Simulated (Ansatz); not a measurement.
The structure below was relaxed with plane-wave PAW DFT at the PBEsol level (Ansatz, a program for electronic structure, 420 eV), scalar-relativistic without spin-orbit coupling, at pressure 30 GPa.

Space group Pm-3m (No. 221); a = 4.8547 Å, b = 4.8547 Å, c = 4.8547 Å, α = 90.00°, β = 90.00°, γ = 90.00°

```csv
atom,site,symmetry,x,y,z
Cs,1a,m-3m,0.0000,0.0000,0.0000
Pb,1b,m-3m,0.5000,0.5000,0.5000
Cl,3c,4/mm.m,0.0000,0.5000,0.5000
```

Write out a cell with all atoms.


```
CsPbCl3
1.0
    4.85472     0.00000     0.00000
    0.00000     4.85472     0.00000
    0.00000     0.00000     4.85472
Cs Pb Cl
1 1 3
Direct
  0.00000   0.00000   0.00000
  0.50000   0.50000   0.50000
  0.00000   0.50000   0.50000
  0.50000   0.50000   0.00000
  0.50000   0.00000   0.50000
```
This is the conventional cell.

The mesh was chosen for an insulator and is coarse for the gapless case. Load acts through the strain it causes; cell and atoms are relaxed under it. Stability against distortions was not tested. Competing high-pressure phases were not computed. All final runs are without spin polarisation. The cell was made from CsPbCl3 in the cubic perovskite structure (space group Pm-3m, No. 221) by this change: pressure 30 GPa. Many cubic perovskites are stable only at high temperature; tilts and polar distortions were not tested. This is not the structure that CsPbCl3 has at room temperature and ambient pressure.
